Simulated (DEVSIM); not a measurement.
Device: abrupt Si p-n junction, at 350 K.

Layer 1 from the left is Si, thickness (μm) 0.180, Na (cm⁻³) 1.6e16, τn (s) 4.1e-7, τp (s) 4.1e-7. Layer 2 from the left is Si, thickness (μm) 17.0, Nd (cm⁻³) 4.1e14, τn (s) 4.1e-7, τp (s) 4.1e-7.

Left contact: ohmic. Right contact: ohmic. Voltage is applied to the left contact. Recombination: SRH at mid-gap, radiative. Mobility is μmin + (μ − μmin)/(1 + (N/Nref)^α).

This is a model device: material constants are rounded textbook-type values typed into the input, and sizes, dopings and lifetimes were drawn at random. Values at 300 K; Nc and Nv go as T^1.5, mobilities as T to minus their exponent, the gap by Varshni's rule with the affinity fixed.

Si: gap (eV) 1.124, affinity (eV) 4.05, permittivity 11.7, Nc (cm⁻³) 2.86e19, Nv (cm⁻³) 3.1e19, μn (cm²/Vs) 1417, μp (cm²/Vs) 470, μn,min 52, μp,min 45, Nref,n 9.7e16, Nref,p 2.2e17, αn 0.68, αp 0.72, T exponent of μn 2.3, T exponent of μp 2.2, B (cm³/s) 4.7e-15, Varshni α (eV/K) 0.000473, Varshni β (K) 636.

Problem. Estimate by hand the built-in potential, the peak field at zero bias, the capacitance at -3 V, and compare with a numerical solution.

Solution. 
- Built-in potential: ni = √(Nc Nv) exp(−Eg/2kT) = 3.78e11 cm⁻³ with Eg = 1.111 eV; Vbi = kT/q ln(Na Nd/ni²) = 0.532 V; numerical 0.532 V.
- Peak field at zero bias: depletion approximation: W = √(2εVbi/(qN)) = 1.31 μm with N = 4.00e14 cm⁻³; field = 2Vbi/W = 8110 V/cm; numerical 9770 V/cm (estimate below by 17 %).
- Capacitance at -3 V: C = √(qεN / 2(Vbi + |V|)) = 3.06 nF/cm²; numerical 3.09 nF/cm² (estimate below by 0.88 %).

Model (solved in DEVSIM): 1D drift-diffusion, Boltzmann statistics, complete ionisation; no tunnelling, impact ionisation, image-force lowering or self-heating.
